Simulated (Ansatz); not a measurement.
Take Nb in the bcc (W type) structure (space group Im-3m, No. 229; a = 3.2722 Å) as the base.

Method: Kohn–Sham DFT with the PBEsol functional, run in Ansatz (a program for electronic structure) with PAW and 420 eV plane waves, no spin-orbit coupling.

Base values:

```
Item                   Value
-------------------  -------
Lattice parameter a  3.272 Å
```

One thing is altered: cell and atoms relaxed at a pressure of 5 GPa.

**Question.** Predict the new lattice parameter a.

**Answer.** The lattice parameter a shrinks by 0.028 Å, from 3.272 Å to 3.244 Å.

Load acts through the strain it causes; cell and atoms are relaxed under it. Stability against distortions was not tested. Competing high-pressure phases were not computed. The base started in P-1 and relaxed to Im-3m at this level. The final runs are not spin-polarised.
